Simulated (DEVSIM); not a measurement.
System: abrupt In0.53Ga0.47As p-n junction, at 400 K.

Layer 1 from the left is In0.53Ga0.47As, thickness (μm) 85.0, Na (cm⁻³) 1.4e16, τn (s) 4e-10, τp (s) 4e-10. Layer 2 from the left is In0.53Ga0.47As, thickness (μm) 140, Nd (cm⁻³) 6.3e16, τn (s) 4e-10, τp (s) 4e-10.

Left contact: ohmic. Right contact: ohmic. Voltage is applied to the left contact. Recombination: SRH at mid-gap, radiative, Auger. Mobility is constant in doping.

This is a model device: material constants are rounded textbook-type values typed into the input, and sizes, dopings and lifetimes were drawn at random. Values at 300 K; Nc and Nv go as T^1.5, mobilities as T to minus their exponent, the gap by Varshni's rule with the affinity fixed.

In0.53Ga0.47As: gap (eV) 0.74, affinity (eV) 4.51, permittivity 13.9, Nc (cm⁻³) 2.1e17, Nv (cm⁻³) 7.7e18, μn (cm²/Vs) 12000, μp (cm²/Vs) 300, T exponent of μn 1.6, T exponent of μp 1.6, B (cm³/s) 9.6e-11, Cn (cm⁶/s) 5e-29, Cp (cm⁶/s) 5e-29, Varshni α (eV/K) 0.00035, Varshni β (K) 190.

Simulated with DEVSIM: 1D drift-diffusion, Boltzmann statistics, complete ionisation; no tunnelling, impact ionisation, image-force lowering or self-heating.

What does the simulation give for the largest field in the device at zero bias, the dark forward voltage at 1 A/cm², the potential step across the device at zero bias?

largest field in the device at zero bias 33000 V/cm; dark forward voltage at 1 A/cm² 0.121 V; potential step across the device at zero bias 0.421 V.
